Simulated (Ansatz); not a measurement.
Ansatz (a program for electronic structure) run on TaBeB (P3m1, 3 atoms in the cell): self-consistent single point.

Level of theory: LDA (PW92), default PAW files made with PBE (plane waves; Ansatz).

```
TaBeB
1.0
    3.24015     0.00000     0.00000
   -1.62007     2.80605     0.00000
    0.00000     0.00000     3.23636
Ta Be B
1 1 1
Direct
  0.00000   0.00000   0.01545
  0.33333   0.66667   0.50000
  0.66667   0.33333   0.50000
```

Reference input (self-consistent single point, DFT, LDA (PW92), plane waves, default PAW files made with PBE): basis.ecutwfc = 420 eV; kpoints.mp_grid.grid = 12 12 10; hamiltonian.xc = lda; hamiltonian.pseudopotentials = {kind: paw} (the program's default PAW files); scf.occupations.method = fermi_dirac; scf.occupations.width = 0.1 eV. This run's input differs from it in these lines:

Ansatz 0.2 input:
```diff
@@ -11,3 +11,3 @@
 basis:
-  ecutwfc: 420.0 eV
+  ecutwfc: 1010.0 eV
 kpoints:
```

The program printed (abridged):

```
SCF iter   1: F=—  HF=-9922.730497 eV  |F-HF|=—  |Δ(HF+E_count)|=         —  Δρ=5.62e-3  dr2=8.90e-3  ethr=1.77e-3  ⟨swp⟩=5.4  Hψ=12355  notcnv=0
all-band conjugate gradients solve this SCF's bands
preconditioner: auto → none
SCF iter   2: F=—  HF=-9922.728113 eV  |F-HF|=—  |Δ(HF+E_count)|=   2.38e-3  Δρ=3.29e-3  dr2=3.14e-3  ethr=4.94e-5  ⟨swp⟩=1.0  Hψ=3402  notcnv=0
SCF iter   3: F=—  HF=-9922.727036 eV  |F-HF|=—  |Δ(HF+E_count)|=   1.08e-3  Δρ=3.84e-4  dr2=6.69e-5  ethr=1.75e-5  ⟨swp⟩=2.0  Hψ=2891  notcnv=0
SCF iter   4: F=—  HF=-9922.727012 eV  |F-HF|=—  |Δ(HF+E_count)|=   2.38e-5  Δρ=1.02e-4  dr2=2.31e-6  ethr=3.72e-7  ⟨swp⟩=2.0  Hψ=2913  notcnv=0
SCF iter   5: F=—  HF=-9922.727011 eV  |F-HF|=—  |Δ(HF+E_count)|=   8.62e-7  Δρ=2.20e-5  dr2=2.30e-7  ethr=1.28e-8  ⟨swp⟩=2.3  Hψ=3235  notcnv=0
SCF iter   6: F=-9922.727011 eV  HF=-9922.727011 eV  |F-HF|=1.14e-8  |Δ(HF+E_count)|=   8.38e-8  Δρ=6.57e-6  dr2=1.51e-8  ethr=5.56e-10  ⟨swp⟩=5.4  Hψ=8467  notcnv=0
SCF 1 converged in 6 iterations: F = -9922.727011 eV  dr2 = 1.51e-8
Free energy (F): -9922.727011 eV
Internal energy: -9922.718143 eV  (E = F + TS)
E sigma→0 (E₀):  -9922.722577 eV
Entropy (-TS):   -0.008868 eV (-2.956 meV/atom)
Fermi energy:    15.986442 eV
--- Forces (eV/Å), atoms counted from 1 ---
  atom   1  Ta     0.00000000    -0.00000000    -0.72453344
  atom   2  Be    -0.00000000     0.00000000     0.46246277
  atom   3  B      0.00000000    -0.00000000     0.26198620
--- Stress (GPa, compression-positive) ---
       -6.454404      -0.000000       0.000000
        0.000000      -6.454404      -0.000000
        0.000000      -0.000000      -6.636132
  P = ⅓ Tr σ = -6.5150 GPa (-65.150 kbar)
  The stress holds the Pulay correction. Without it, at fixed plane waves, as pw.x and ABINIT print it: P = -6.5177 GPa
```

The run converged in 6 iterations. Against the reference run the free energy goes down by 1.1 meV/atom, the pressure hardly changes (-6.50 to -6.51 GPa) and the largest force moves little (0.724 to 0.725 eV/Å).

The starting cell comes from a database of computed structures (which also holds hypothetical and non-ambient phases and stackings), without a prior relaxation at this level. Its lattice was rescaled by up to half a per cent. One atom was moved a little off its site on purpose. Spin polarisation is off. Ansatz's pressure includes its estimate of the finite-basis (Pulay) stress.
